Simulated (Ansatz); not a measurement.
Base system: Al in the fcc (Cu type) structure (space group Fm-3m, No. 225; relaxed with 0.1 eV smearing).

```
Al
1.0
    0.00000     1.99683     1.99683
    1.99683     0.00000     1.99683
    1.99683     1.99683     0.00000
Al
1
Direct
  0.00000   0.00000   0.00000
```

Method: Kohn–Sham DFT with the r2SCAN functional, run in Ansatz (a quantum-chemistry and plane-wave program) with PAW and 500 eV plane waves, spin-orbit coupling left out.

Strains are applied to the cell and any free atomic positions relax.

One change was made to it. Results:

```tsv
quantity	base	after
energy relative to the base (free energy F)	0 meV/atom	+4.3 meV/atom
pressure	0.0 GPa	3.0 GPa
```

### Question
What was done to the base?
A. isotropic strain −1.00 %
B. isotropic strain −3.00 %
C. isotropic strain −1.50 %
D. isotropic strain −2.50 %

### Answer
A, isotropic strain −1.00 %. For comparison, the energy relative to the base in the other runs: isotropic strain −2.50 % gives +28 meV/atom; isotropic strain −1.50 % gives +9.8 meV/atom; isotropic strain −3.00 % gives +41 meV/atom.

Whether these cells are dynamically stable was not tested.
